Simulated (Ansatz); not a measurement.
Take AlN in the zinc blende structure (space group F-43m, No. 216) as the base.

```xyz
2
Lattice="0.0000 2.1849 2.1849 2.1849 0.0000 2.1849 2.1849 2.1849 0.0000" Properties=species:S:1:pos:R:3 pbc="T T T"
Al     0.0000     0.0000     0.0000
N      1.0924     1.0924     1.0924
```

Method: r2SCAN (Ansatz, an electronic-structure program, PAW, scalar-relativistic without spin-orbit coupling).

Strains are applied to the cell and any free atomic positions relax.

One change was made to it. Results:

```tsv
quantity	base	after
hole mass (degenerate bands, along [100])	–	0.30, 1.4, 1.4 mₑ (at Γ)
gap character	indirect, Γ → X	indirect, Γ → X
energy relative to the base (free energy F)	0 meV/atom	+51 meV/atom
```

Task: Name the change that was made.
(A) isotropic strain +2.50 %
(B) isotropic strain +2.00 %
(C) isotropic strain +3.00 %

Result: C, isotropic strain +3.00 %. For comparison, the energy relative to the base in the other runs: isotropic strain +2.00 % gives +23 meV/atom; isotropic strain +2.50 % gives +36 meV/atom.

Effective masses come from finite differences of ±0.01 Å⁻¹. No phonon test of stability was made. This is not the structure that AlN has at room temperature and ambient pressure.
